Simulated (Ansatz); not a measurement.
For Sb (Pm-3m, No. 221, 1 atom in the cell; start COD 9013008; another form than the element's usual one), LDA in Ansatz (plane waves, PAW) gives:

equilibrium lattice constant a: 3.042 Å
cohesive energy: 3.62 eV/atom

Problem. What does r²SCAN+rVV10 (Ansatz, a first-principles code, PAW) give for the same quantities?

Solution. 
- lattice constant a: 3.073 Å (rises by 1.0 %)
- cohesive energy: 2.75 eV/atom (shrinks by 0.87 eV/atom)

Changes are worked out from the printed values.

Unless a cell is named, each level is at its own relaxed cell (LDA 28.15, r²SCAN+rVV10 29.02 Å³/atom).

Levels without +SOC leave out spin–orbit coupling, which shifts energies and cells of such heavy elements.

Caveats: the relaxation could not lower the start's symmetry, so the cell can be a saddle point above a distorted one (LDA, r²SCAN+rVV10). Ansatz's density-functional and Hartree–Fock values are scalar-relativistic unless marked +SOC, with PAW data made under PBE.
